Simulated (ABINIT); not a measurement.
**A self-consistent single point of AgI (F-43m, 2 atoms in the cell) with ABINIT**

Method: PBE, PAW (JTH v2.0 PBE PAW) (plane waves; ABINIT 10.0.3).

This input was run:

```
# AgI, JTH v2.0 PBE PAW
pp_dirpath "./"
pseudos "Ag.GGA_PBE-JTH.xml, I.GGA_PBE-JTH.xml"
acell 3*1.0
rprim
         0.0000000000    6.0968215062    6.0968215062
         6.0968215062    0.0000000000    6.0968215062
         6.0968215062    6.0968215062    0.0000000000
natom 2
ntypat 2
znucl 47 53
typat 1 2
xred
         0.0000000000    0.0000000000    0.0000000000
         0.7500000000    0.7500000000    0.7500000000
ecut 544 eV
pawecutdg 1088 eV
pawxcdev 0
occopt 3
tsmear 0.01 eV
nband 14
kptopt 1
ngkpt 9 9 9
nshiftk 1
shiftk 0 0 0
nstep 80
toldfe 1.0e-09
prtwf 0
prtden 0
enunit 1
```

The program printed (abridged):

```
 Symmetries : space group F-4 3 m (#216); Bravais cF (face-center cubic)

 -outvars: echo values of preprocessed input variables --------
            acell      1.0000000000E+00  1.0000000000E+00  1.0000000000E+00 Bohr
             ecut      1.99916330E+01 Hartree
           enunit           1
              ixc     -101130
         kptrlatt        9    0    0      0    9    0      0    0    9
          kptrlen      7.75998690E+01
            natom           2
            nband          14
            ngfft          36      36      36
          ngfftdg          50      50      50
             nkpt          35
            nstep          80
             nsym          24
           ntypat           2
           occopt           3
        pawecutdg      3.99832660E+01 Hartree
         pawxcdev           0
            rprim      0.0000000000E+00  6.0968215062E+00  6.0968215062E+00
                       6.0968215062E+00  0.0000000000E+00  6.0968215062E+00
                       6.0968215062E+00  6.0968215062E+00  0.0000000000E+00
          spgroup         216
           toldfe      1.00000000E-09 Hartree
           tsmear      3.67493254E-04 Hartree
            typat      1  2
           useylm           1
             xred      0.0000000000E+00  0.0000000000E+00  0.0000000000E+00
                       7.5000000000E-01  7.5000000000E-01  7.5000000000E-01
            znucl       47.00000   53.00000

== DATASET  1 ==================================================================

 Real(R)+Recip(G) space primitive vectors, cartesian coordinates (Bohr,Bohr^-1):
 R(1)=  0.0000000  6.0968215  6.0968215  G(1)= -0.0820099  0.0820099  0.0820099
 R(2)=  6.0968215  0.0000000  6.0968215  G(2)=  0.0820099 -0.0820099  0.0820099
 R(3)=  6.0968215  6.0968215  0.0000000  G(3)=  0.0820099  0.0820099 -0.0820099
 Unit cell volume ucvol=  4.5325274E+02 bohr^3
 Angles (23,13,12)=  6.00000000E+01  6.00000000E+01  6.00000000E+01 degrees

 Coarse grid specifications (used for wave-functions):

 getcut: wavevector=  0.0000  0.0000  0.0000  ngfft=  36  36  36
         ecut(hartree)=     19.992   => boxcut(ratio)=   2.07441

 Fine grid specifications (used for densities):

 getcut: wavevector=  0.0000  0.0000  0.0000  ngfft=  50  50  50
         ecut(hartree)=     39.983   => boxcut(ratio)=   2.03808

   2.22430729E+03                                ecore*ucvol(ha*bohr**3)

_setup2: Arith. and geom. avg. npw (full set) are    1935.088    1935.079

--- !BeginCycle
solver: {iscf: 17, nstep: 80, nline: 4, wfoptalg: 10, }
tolerances: {toldfe: 1.00E-09, }
...

     iter   Etot(hartree)      deltaE(h)  residm     nres2
 ETOT  1  -49.879425222344    -4.988E+01 3.051E-02 1.160E+00
 ETOT  2  -49.904170629452    -2.475E-02 1.598E-03 2.901E-01
 ETOT  3  -49.903076024197     1.095E-03 3.435E-04 2.061E-02
 ETOT  4  -49.903073264861     2.759E-06 1.238E-04 3.603E-03
 ETOT  5  -49.903074739217    -1.474E-06 1.963E-05 1.939E-04
 ETOT  6  -49.903079125450    -4.386E-06 3.485E-05 6.250E-05
 ETOT  7  -49.903079884226    -7.588E-07 7.719E-06 3.874E-06
 ETOT  8  -49.903080009507    -1.253E-07 3.207E-05 1.005E-06
 ETOT  9  -49.903080022776    -1.327E-08 5.385E-06 5.685E-08
 ETOT 10  -49.903080023404    -6.285E-10 2.313E-05 1.863E-09
 ETOT 11  -49.903080023441    -3.683E-11 3.451E-06 3.096E-10

 At SCF step   11, etot is converged :
  for the second time, diff in etot=  3.683E-11 < toldfe=  1.000E-09

 Cartesian components of stress tensor (hartree/bohr^3)
  sigma(1 1)= -9.89306389E-05  sigma(3 2)=  0.00000000E+00
  sigma(2 2)= -9.89306389E-05  sigma(3 1)=  0.00000000E+00
  sigma(3 3)= -9.89306389E-05  sigma(2 1)=  0.00000000E+00

 ----iterations are completed or convergence reached----

 reduced coordinates (array xred) for    2 atoms
       0.000000000000      0.000000000000      0.000000000000
       0.750000000000      0.750000000000      0.750000000000
 cartesian forces (eV/Angstrom) at end:
    1     -0.00000000000000     0.00000000000000     0.00000000000000
    2      0.00000000000000    -0.00000000000000    -0.00000000000000
 frms,max,avg= 2.1830925E-28 2.7944461E-28   0.000E+00  0.000E+00  0.000E+00 e/A
 length scales=  1.000000000000  1.000000000000  1.000000000000 bohr
              =  0.529177208590  0.529177208590  0.529177208590 angstroms
 Fermi (or HOMO) energy (eV) =  -1.92277   Average Vxc (eV)=  -8.58997
 Eigenvalues (   eV  ) for nkpt=  35  k points:
 kpt#   1, nband= 14, wtk=  0.00137, kpt=  0.0000  0.0000  0.0000 (reduced coord)
 -15.47351   -6.87158   -6.87158   -6.87158   -5.68590   -5.68590   -2.54131   -2.54131
  -2.54131   -1.19395    3.21588    3.21588    3.21588    6.67792
 prteigrs : prtvol=0 or 1, do not print more k-points.

--- !EnergyTerms
comment             : Components of total free energy in Hartree
kinetic             :  1.36405975802923E+01
hartree             :  1.40524918468651E+01
xc                  : -1.64644239447673E+01
Ewald energy        : -3.70244024310641E+01
psp_core            :  4.90743264605251E+00
local_psp           : -3.31576738150850E+01
spherical_terms     :  4.14290049371690E+00
internal            : -4.99030776239896E+01
'-kT*entropy'       :  2.82238407794873E-16
total_energy        : -4.99030776239896E+01
total_energy_eV     : -1.35793180102176E+03
...

-Cartesian components of stress tensor (GPa)         [Pressure=  2.9106E+00 GPa]
- sigma(1 1)= -2.91063940E+00  sigma(3 2)=  0.00000000E+00
- sigma(2 2)= -2.91063940E+00  sigma(3 1)=  0.00000000E+00
- sigma(3 3)= -2.91063940E+00  sigma(2 1)=  0.00000000E+00

 Calculation completed.
```

The run converged in 11 iterations.

The starting cell comes from a database of computed structures (which also holds hypothetical and non-ambient phases and stackings), without a prior relaxation at this level. Its lattice was rescaled by a random factor within 2.5 % of one.
